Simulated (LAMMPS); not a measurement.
Atomistic model of a symmetric tilt boundary about [001] in Si (diamond structure), boundary plane (510) of one grain on (5-10) of the other.

Method: classical force field (static), pair style edip, file Si.edip (LAMMPS).

```json
{
 "boundary energy (lowest found)": "0.881 J/m²",
 "excess_volume": "0.20 Å",
 "Σ": "13",
 "rotation_about_the_axis": "22.62 °",
 "disorientation (full cubic symmetry)": "22.62 °",
 "largest_excess_energy_of_an_atom": "0.28 eV",
 "lattice constant at 0 K": "5.430 Å",
 "cost": "about 60 core-seconds (a rough figure)"
}
```

Potential: file Si.edip of the LAMMPS distribution; its header cites Justo, Bazant, Kaxiras, Bulatov and Yip, Phys Rev B, 58, 2539 (1998).

Caution: the lowest energy was reached by 1 of 151 starts, so a lower structure may have been missed.
